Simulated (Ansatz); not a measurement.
**PBE against r2SCAN: hypothetical rock salt SbP, pressure 5 GPa**

Take SbP in the rock salt structure (space group Fm-3m, No. 225; a = 5.6341 Å; a hypothetical phase, not in the database extracts checked) as the base.

(Cell as relaxed with PBE.)

Levels (all Ansatz, an electronic-structure program, PAW): PBE (420 eV, no spin-orbit coupling); r2SCAN (500 eV, no spin-orbit coupling).

Each level relaxes its own structure.

```
base                      PBE    r2SCAN
-------------------  --------  --------
volume per atom      22.36 Å³  21.96 Å³
lattice parameter a   5.634 Å   5.601 Å
band gap                 zero      zero
```

The change: a hydrostatic pressure of 5 GPa.

```json
[
 {"quantity": "shortest interatomic distance", "PBE": "2.762 Å", "r2SCAN": "[?]"},
 {"quantity": "band gap", "PBE": "zero", "r2SCAN": "[?]"}
]
```

Q: What does r2SCAN give?

A: 
- shortest interatomic distance, r2SCAN: 2.748 Å
- band gap, r2SCAN: zero

PBE's shortest interatomic distance lies 0.0135 Å above r2SCAN's (0.5 %); the two agree on the band gap. Neither level is exact; r2SCAN is the comparison here, not a measurement.

Load acts through the strain it causes; cell and atoms are relaxed under it. Stability against distortions was not tested. Competing high-pressure phases were not computed. All final runs are without spin polarisation.
